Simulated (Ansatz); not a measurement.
We consider Pb3O4 (Pbam, No. 55, 14 atoms in the cell; start mp-636813; a measured phase of this formula has another space group), described by HSE06 (Ansatz, a quantum-chemistry and plane-wave program, plane waves, PAW).

Excerpt of the program's output:

```
WARN output.stress: scf.convergence.dr2_threshold = 1e-7 eV (the SCF's general default) is looser than the 1.4e-9 eV advised for a printed stress (1e-10 eV for …
WARN output.stress: scf.exx.energy_threshold = 1e-6 eV is looser than the 1.4e-7 eV advised for a stress under a hybrid functional (1e-8 eV for each atom of …
Crystal: 14 atoms, lattice volume = 238.650 Å³
Basis set: ecut = 500 eV, 6041 PW (Γ), exchange–correlation on 108×150×54 points (8 copies of the dense FFT grid, shifted against one another)
Bands: 80, of which v1, the nominal top of the filled ones, is band 66 counted from 1 (65 counted from 0)
Symmetry: 8 space group operations
Space group: Pbam (ITA 55), of the structure as read, at distance tolerance 6.2e-5 Å
k-points: 24 of 48
SCF iter   1: F=—  HF=-75971.900842 eV  |F-HF|=—  |Δ(HF+E_count)|=         —  Δρ=2.16e-3  dr2=5.54e-3
SCF iter   2: F=—  HF=-75971.904018 eV  |F-HF|=—  |Δ(HF+E_count)|=   3.18e-3  Δρ=1.21e-3  dr2=2.17e-3
  ...
Crystal: 14 atoms, lattice volume = 238.650 Å³
Initial density: handed on by an earlier stage of this run
Crystal: 14 atoms, lattice volume = 238.650 Å³
SCF 3 converged in 6 iterations: F = -75990.397631 eV  dr2 = 1.43e-9
Crystal: 14 atoms, lattice volume = 238.650 Å³
SCF iter   1: F=—  HF=-75990.397631 eV  |F-HF|=—  |Δ(HF+E_count)|=         —  Δρ=1.80e-6  dr2=3.76e-9
SCF iter   2: F=-75990.397631 eV  HF=-75990.397631 eV  |F-HF|=0.00e0  |Δ(HF+E_count)|=  4.37e-11  Δρ=3.59e-7  dr2=2.02e-10
SCF 4 converged in 2 iterations: F = -75990.397631 eV  dr2 = 2.02e-10
Free energy (F): -75990.397631 eV
Internal energy: -75990.397631 eV  (E = F + TS)
E sigma→0 (E₀):  -75990.397631 eV
Fermi energy:    9.117547 eV
--- Forces (eV/Å), atoms counted from 1 ---
  atom   1  Pb     0.09117889    -0.18460747    -0.00000000
  atom   2  Pb    -0.09117889     0.18460747     0.00000000
  atom   3  Pb     0.09117889     0.18460747     0.00000000
  atom   4  Pb    -0.09117889    -0.18460747    -0.00000000
  atom   5  Pb    -0.00000000     0.00000000     0.00000000
  atom   6  Pb     0.00000000     0.00000000     0.00000000
  atom   7  O      0.20413610    -0.12323964    -0.00000000
  atom   8  O     -0.20413610     0.12323964     0.00000000
  atom   9  O      0.20413610     0.12323964     0.00000000
  atom  10  O     -0.20413610    -0.12323964    -0.00000000
  atom  11  O      0.22286588     0.16495576     0.00000000
  atom  12  O     -0.22286588    -0.16495576    -0.00000000
  atom  13  O      0.22286588    -0.16495576    -0.00000000
  atom  14  O     -0.22286588     0.16495576     0.00000000
--- Stress (GPa, compression-positive) ---
       -0.736417      -0.000000      -0.000000
       -0.000000      -1.617665      -0.000000
       -0.000000      -0.000000      -1.386140
  P = ⅓ Tr σ = -1.2467 GPa (-12.467 kbar)
```

**Question.** Write an input file that could have produced this run (the log leaves some choices open).

**Answer.** This is not unique; one that fits is 
Ansatz 0.2 input:
```yaml
crystal:
  lattice:
    - [6.9532838585, 0.0, 0.0]
    - [0.0, 9.9486762645, 0.0]
    - [0.0, 0.0, 3.4498975949]
  atoms:
    - { symbol: Pb, position: [0.00693215, 0.8097897606, 0.0] }
    - { symbol: Pb, position: [0.99306785, 0.1902102394, 0.0] }
    - { symbol: Pb, position: [0.50693215, 0.6902102394, 0.0] }
    - { symbol: Pb, position: [0.49306785, 0.3097897606, 0.0] }
    - { symbol: Pb, position: [0.0, 0.5, 0.5] }
    - { symbol: Pb, position: [0.5, 0.0, 0.5] }
    - { symbol: O, position: [0.8442302935, 0.5923009371, 0.0] }
    - { symbol: O, position: [0.1557697065, 0.4076990629, 0.0] }
    - { symbol: O, position: [0.3442302935, 0.9076990629, 0.0] }
    - { symbol: O, position: [0.6557697065, 0.0923009371, 0.0] }
    - { symbol: O, position: [0.8504970355, 0.3094349706, 0.5] }
    - { symbol: O, position: [0.1495029645, 0.6905650294, 0.5] }
    - { symbol: O, position: [0.3504970355, 0.1905650294, 0.5] }
    - { symbol: O, position: [0.6495029645, 0.8094349706, 0.5] }
kpoints:
  mp_grid: { grid: [4, 2, 6] }
hamiltonian:
  xc: hse06
  pseudopotentials: { kind: paw }
  dispersion: none
scf:
  occupations: { method: gaussian, width: 0.02 }
output:
  forces: true
  stress: true
  eigenvalues: true
basis:
  ecutwfc: 500
  ecutrho_ratio: 4
  xc_grid: 2
magnetization:
  spin_polarized: false
```

The PAW data were made under PBE.

Note: cell and atoms aren't relaxed at this level (largest force component 0.22 eV/Å, pressure -1.2 GPa).

A start named mp-… is a Materials Project structure, which need not be a measured phase.
